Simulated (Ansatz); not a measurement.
Amorphous Zr20O43La2, 65 atoms at 5.43 g/cm³, one PBE-relaxed geometry, zone centre. Methods: PBE, scalar-relativistic without spin-orbit coupling (Ansatz, a quantum-chemistry and plane-wave program); r2SCAN, scalar-relativistic without spin-orbit coupling (Ansatz); HSE06, scalar-relativistic without spin-orbit coupling (Ansatz). Plane waves to 420 eV (r2SCAN 500 eV); exact exchange is cut at the cell's faces. All rungs ran without spin polarisation.

Preparation: random packing, a CHGNet melt and quench, and a DFT relaxation. O atoms were pushed apart under 1.9 Å during the dynamics, to hinder bonds among them. The hot cell started wider than the set density and was brought back towards it in steps. It is the lowest in DFT energy of 2 quenches. It is a model cell: composition and starting density were chosen by hand, and all elements were melted together. No dispersion term was used. Its density started from a set value of 5.43 and ended at 5.43 g/cm³. The quench (nominally 380 K/ps over its main leg) was far faster than any real one, so the model tends to hold more defects than a real film. Values belong to this one cell and scatter from quench to quench. The volume was held where the preparation left it, at a PBE pressure of -2.4 GPa (tension). Stress components on the final sampling reach 3.4 GPa.

The relaxation ran on the zone centre alone. At PBE the gap is 3.51 eV on a 2×2×2 Γ-centred mesh, and the spacing at the zone centre alone 3.60 eV.

**Question.** What zone-centre spacing does r2SCAN give, roughly?

**Answer.** 4.05 eV (+0.45 eV against PBE).

**Question.** What zone-centre spacing does HSE06 give, roughly?

**Answer.** 5.15 eV (+1.55 eV against PBE).

The highest filled and the lowest empty state spread over these numbers of atoms (participation numbers): PBE: 16.1 and 17.0; r2SCAN: 15.8 and 14.7; HSE06: 16.0 and 16.8.
